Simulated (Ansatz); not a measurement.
Start from CsPbBr$_{3}$ in the cubic perovskite structure (space group Pm-3m, No. 221; a = 5.872 Å). Axes: x, y, z lie along the cube axes.

Modification: the cell is compressed by 0.60 % along z with no lateral relaxation; the atoms relax in the strained cell.

Level of theory: PBEsol, PAW, 420 eV (Ansatz, a quantum-chemistry and plane-wave program; without spin-orbit coupling).

### Question
Give the band edges at the high-symmetry points of the new zone, measured from its valence-band maximum.

### Answer
```tsv
point	valence edge (eV)	conduction edge (eV)
Γ	-2.09	2.84
X	-1.48	2.48
M	-0.74	1.98
Z	-1.44	2.50
R	-0.71	1.96
A	0.00	1.39
```

The gap is 1.39 eV, direct at A.

With Pb present, leaving out spin-orbit coupling can change the band edges. No phonon test of stability was made. Many cubic perovskites are stable only at high temperature; tilts and polar distortions were not tested. This is not the structure that CsPbBr3 has at room temperature and ambient pressure. k-point labels follow each cell's own Brillouin zone.
